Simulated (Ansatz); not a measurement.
WTe2 (P6₃/mmc, No. 194, 6 atoms in the cell; start mp-1019322; a measured phase of this formula has another space group) was calculated with LDA (PAW; Ansatz, an electronic-structure program).

Run with plane-wave cutoff 500 eV, 12×12×4 k mesh (along the axes of the cell as run), gaussian smearing 0.02 eV, no spin polarisation, scalar-relativistic PAW data made under PBE.

Cell (relaxed at this level):

```cif
data_Te4W2
_chemical_formula_sum 'Te4 W2'
_space_group_name_H-M_alt 'P63/mmc'
_space_group_IT_number 194
_space_group_name_Hall '-P 6c 2c'
_cell_length_a 3.47556
_cell_length_b 3.47556
_cell_length_c 13.82606
_cell_angle_alpha 90.000
_cell_angle_beta 90.000
_cell_angle_gamma 120.000
loop_
_atom_site_label
_atom_site_type_symbol
_atom_site_symmetry_multiplicity
_atom_site_Wyckoff_symbol
_atom_site_fract_x
_atom_site_fract_y
_atom_site_fract_z
_atom_site_occupancy
Te1 Te 4 f 0.66667 0.33333 0.11956 1
W1 W 2 c 0.33333 0.66667 0.25000 1
```

Give the computed band gap.


* **band gap**: 0.83 eV (on the SCF k mesh)

Note: the relaxation could not lower the start's symmetry, so the cell can be a saddle point above a distorted one.

Spin–orbit coupling is not included; with these elements it can move the gap by several tenths of an eV or more.

The computed numbers hold no vibrational or temperature effects.

Computing time: roughly 4 core-minutes.

A start named mp-… is a Materials Project structure, which need not be a measured phase.
